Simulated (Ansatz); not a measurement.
The parent structure is BP in the zinc blende structure (space group F-43m, No. 216; a = 4.520 Å).

All numbers come from Ansatz (a program for electronic structure) PBEsol, no SOC.

One change was made to it. Results:

```csv
quantity,base,after
lattice parameter a,4.520 Å,4.318 Å
smallest direct gap,3.38 eV,3.64 eV
band gap,1.11 eV,0.90 eV
```

Question: Which change produced these results?
A. pressure 4.5 GPa
B. pressure −2 GPa
C. pressure 15 GPa
D. pressure 30 GPa

Answer: D, pressure 30 GPa. For comparison, the band gap in the other runs: pressure 4.5 GPa gives 1.08 eV; pressure −2 GPa gives 1.13 eV; pressure 15 GPa gives 1.00 eV.

Load acts through the strain it causes; cell and atoms are relaxed under it. No phonon test of stability was made. No other phases were tried under pressure.
